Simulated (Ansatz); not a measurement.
The starting structures come from a database of crystals and need not be the phases stable at ambient conditions.

By PBEsol, the system below comes out a metal.

The ballistic (Sharvin) conductance counts the channels at the Fermi level: G/A = (e²/h) × channels of both spins per area.

Data:

```
CELL_PARAMETERS angstrom
      5.71490     0.00000     0.00000
     -2.85745     4.94925     0.00000
      0.00000     0.00000     4.46480
ATOMIC_POSITIONS crystal
  Rh 0.50000 0.50000 0.00000
  Rh 0.00000 0.50000 0.00000
  Rh 0.50000 0.00000 0.00000
  Pb 0.66667 0.33333 0.50000
  Pb 0.33333 0.66667 0.50000
  Pb 0.00000 0.00000 0.00000
```

Space group of this cell: P6/mmm. The cell is taken as given; by PBEsol its mean pressure is -2.9 GPa.

The current flows along the normal of the first two printed cell vectors, the (001) plane of the conventional cell. No spin-orbit coupling; the value is a mean over 0.1 eV about the Fermi level.

Question: Give the ballistic conductance per area that PBEsol (Ansatz, a quantum-chemistry and plane-wave program) yields.

Answer: 0.85 × 10¹⁵ S/m² for both spins.
